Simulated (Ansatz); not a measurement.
# PBE against PBEsol: hypothetical P6_422 SiC

The parent structure is SiC (space group P6_422, No. 181; a = 3.0850 Å, c = 7.0617 Å; a hypothetical phase, not in the database extracts checked).

(Cell as relaxed with PBE.)

Levels (all Ansatz, a first-principles code, PAW): PBE (420 eV, no spin-orbit coupling); PBEsol (420 eV, no SOC).

Each level relaxes its own structure.

```json
[
 {"quantity": "volume per atom", "PBE": "9.70 Å³", "PBEsol": "9.54 Å³"},
 {"quantity": "lattice parameter a", "PBE": "308.5 pm", "PBEsol": "306.6 pm"},
 {"quantity": "lattice parameter c", "PBE": "706.2 pm", "PBEsol": "703.1 pm"},
 {"quantity": "band gap", "PBE": "0.87 eV", "PBEsol": "0.77 eV"},
 {"quantity": "gap character", "PBE": "indirect, Γ → M", "PBEsol": "indirect, Γ → M"}
]
```

PBE's volume per atom lies 0.16 Å³ above PBEsol's (1.7 %); PBE's lattice parameter a lies 1.9 pm above PBEsol's (0.6 %); PBE's lattice parameter c lies 3.1 pm above PBEsol's (0.4 %); PBE's band gap lies 0.10 eV above PBEsol's; the two agree on the gap character. Neither level is exact; PBEsol is the comparison here, not a measurement.

Stability against distortions was not tested. The base started in P3_121 and relaxed to P6_422 at this level.
